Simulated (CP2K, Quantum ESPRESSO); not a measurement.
A Quantum ESPRESSO input for a self-consistent single point of Nb (Im-3m, 1 atom in the cell) (DFT, PBE, plane waves, PseudoDojo standard norm-conserving (PBE) pseudopotentials):

```fortran
&CONTROL
    calculation = 'scf'
    prefix = 'run'
    outdir = './work'
    pseudo_dir = './'
    tprnfor = .true.
    tstress = .true.
/
&SYSTEM
    ibrav = 3
    celldm(1) = 6.26063619
    nat = 1
    ntyp = 1
    ecutwfc = 85
    occupations = 'smearing'
    smearing = 'fd'
    degauss = 0.0036749
/
&ELECTRONS
    conv_thr = 1.0e-11
    mixing_beta = 0.7
/
ATOMIC_SPECIES
Nb    92.9064  Nb.upf
ATOMIC_POSITIONS {crystal}
Nb    0.00000000    0.00000000    0.00000000
K_POINTS {automatic}
9 9 9  0 0 0
```

Translate this input to CP2K.

This is the input that was run; spellings and numerical settings could be chosen otherwise.

```
&GLOBAL
  PROJECT run
  RUN_TYPE ENERGY_FORCE
  PRINT_LEVEL MEDIUM
&END GLOBAL
&FORCE_EVAL
  METHOD Quickstep
  STRESS_TENSOR ANALYTICAL
  &DFT
    BASIS_SET_FILE_NAME BASIS_MOLOPT
    POTENTIAL_FILE_NAME GTH_POTENTIALS
    &QS
      METHOD GPW
      EPS_DEFAULT 1E-10
    &END QS
    &MGRID
      CUTOFF 500
      REL_CUTOFF 50
      NGRIDS 5
    &END MGRID
    &SCF
      SCF_GUESS ATOMIC
      EPS_SCF 1E-7
      MAX_SCF 100
      ADDED_MOS 4
      &DIAGONALIZATION
        ALGORITHM STANDARD
      &END DIAGONALIZATION
      &MIXING
        METHOD BROYDEN_MIXING
        ALPHA 0.2
        NBUFFER 8
      &END MIXING
      &SMEAR ON
        METHOD FERMI_DIRAC
        ELECTRONIC_TEMPERATURE [K] 580.23
      &END SMEAR
    &END SCF
    &KPOINTS
      SCHEME MONKHORST-PACK 9 9 9
    &END KPOINTS
    &XC
      &XC_FUNCTIONAL PBE
      &END XC_FUNCTIONAL
    &END XC
    &PRINT
      &MO
        EIGENVALUES T
        OCCUPATION_NUMBERS T
        NDIGITS 8
        FILENAME mo
        &EACH
          QS_SCF 0
        &END EACH
        ADD_LAST NUMERIC
      &END MO
      &MULLIKEN ON
      &END MULLIKEN
    &END PRINT
  &END DFT
  &SUBSYS
    &CELL
      A 2.86913000 0.00000000 0.00000000
      B -0.95637700 2.70504200 0.00000000
      C -0.95637700 -1.35252100 2.34263500
      PERIODIC XYZ
    &END CELL
    &COORD
      Nb       0.00000000     0.00000000     0.00000000
    &END COORD
    &KIND Nb
      BASIS_SET DZVP-MOLOPT-SR-GTH
      POTENTIAL GTH-PBE-q13
    &END KIND
  &END SUBSYS
  &PRINT
    &FORCES ON
    &END FORCES
    &STRESS_TENSOR ON
    &END STRESS_TENSOR
  &END PRINT
&END FORCE_EVAL
```

Basis settings and potentials, where a program has them, do not carry over. This input uses DFT PBE, GPW, DZVP-MOLOPT-SR-GTH basis, GTH-PBE potentials (GTH_POTENTIALS). Both were run: pressure -0.57 GPa in Quantum ESPRESSO and -1.13 in CP2K.

On Quantum ESPRESSO: the starting cell comes from a database of computed structures (which also holds hypothetical and non-ambient phases and stackings), without a prior relaxation at this level. Its lattice was rescaled by a random factor within 2.5 % of one. Spin polarisation is off.

On CP2K: the starting cell comes from a database of computed structures (which also holds hypothetical and non-ambient phases and stackings), without a prior relaxation at this level. Its lattice was rescaled by a random factor within 2.5 % of one. Spin polarisation is off. Values carry the incompleteness of an atom-centred basis.
